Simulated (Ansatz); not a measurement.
Base system: BeSe in the zinc blende structure (space group F-43m, No. 216; a = 5.082 Å). Axes: x, y, z lie along the cube axes.

Computed with plane-wave PAW DFT at the LDA level (Ansatz, an electronic-structure program, 420 eV), without spin-orbit coupling.

Strains are applied to the cell and any free atomic positions relax; under biaxial strain the out-of-plane vector relaxes too.

One change was made to it. Results:

```csv
quantity,base,after
energy relative to the base (free energy F),0 meV/atom,+5.8 meV/atom
electron mass,"0.83 mₑ along k, 0.26 mₑ across (at X)","0.80 mₑ along k, 0.27 mₑ across (at X)"
volume per atom,16.40 Å³,16.78 Å³
"valence-band top at Γ (three highest levels, from the VBM)","0.00, 0.00, 0.00 eV","0.00, -0.19, -0.19 eV"
```

Question: Which change produced these results?
A. biaxial strain +2.00 %, plane normal [001], relaxed out of plane
B. biaxial strain +1.00 %, plane normal [001], relaxed out of plane
C. biaxial strain −3.00 %, plane normal [001], relaxed out of plane
D. biaxial strain +3.00 %, plane normal [001], relaxed out of plane

Answer: A, biaxial strain +2.00 %, plane normal [001], relaxed out of plane. For comparison, the energy relative to the base in the other runs: biaxial strain +1.00 %, plane normal [001], relaxed out of plane gives +1.5 meV/atom; biaxial strain +3.00 %, plane normal [001], relaxed out of plane gives +13 meV/atom; biaxial strain −3.00 %, plane normal [001], relaxed out of plane gives +15 meV/atom.

The levels and masses belong to the bands next to the band gap. Masses are band curvatures over ±0.01 Å⁻¹ around the edge. Along k means along the line from Γ to the band edge. Stability against distortions was not tested.
